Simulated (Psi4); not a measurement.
Psi4 1.11, PBE/def2-svp: Sn(H)(SiH3) ([SiH3][SnH]), 6 atoms. The geometry is a generated start, not checked to be a minimum at this level.

```
Property                                              Value
--------------------------  -------------------------------
task                                                 energy
method                                                  pbe
basis                                              def2-svp
memory                                                 3 GB
maxiter                                                 100
keys of the molecule block                      symmetry c1
scf_type                                       df (default)
e_convergence                               1e-06 (default)
d_convergence                               1e-06 (default)
dft_radial_points                              75 (default)
dft_spherical_points                          302 (default)
effective core potentials   those of the basis set, past Kr
basis functions                                          64
grid points                                          129748
```

```xyz
6

Sn    -0.0038     1.4265     1.4916
H     -0.1329     2.5568     0.0759
Si     0.0341    -0.6104    -0.1268
H      0.9560    -0.5578    -1.2702
H     -1.2692    -0.9449    -0.7277
H      0.4157    -1.8703     0.5572
```

With the defaults (diis = true, scf_initial_accelerator = adiis, damping_percentage = 0, guess = auto, which took SAD, soscf = false, soscf_start_convergence = 0.01, diis_max_vecs = 10) it converges in 8 SCF iterations. One run each on 2 threads, with these changes:
- guess = sapgau
- diis_max_vecs = 20
- soscf = true, soscf_start_convergence = 0.001
- diis = false, scf_initial_accelerator = none, damping_percentage = 60
- guess = core
- damping_percentage = 20
- guess = gwh
- guess = huckel
- scf_initial_accelerator = ediis

Q: Name the settings that don't reach the solution of the defaults.

A: No convergence: diis = false, scf_initial_accelerator = none, damping_percentage = 60 (the run ends without SCF convergence in 100 iterations). The rest reach the solution of the defaults.

```tsv
setting	SCF iterations	JK calls	end
soscf = true, soscf_start_convergence = 0.001	6	17	same solution
the defaults	8	9	same solution
scf_initial_accelerator = ediis	8	9	same solution
diis_max_vecs = 20	8	9	same solution
guess = huckel	9	24	same solution
guess = gwh	11	11	same solution
guess = core	12	12	same solution
guess = sapgau	13	13	same solution
damping_percentage = 20	15	16	same solution
diis = false, scf_initial_accelerator = none, damping_percentage = 60	100	101	no convergence
```

An SOSCF iteration holds several JK calls; a Hückel guess adds calls on atoms.
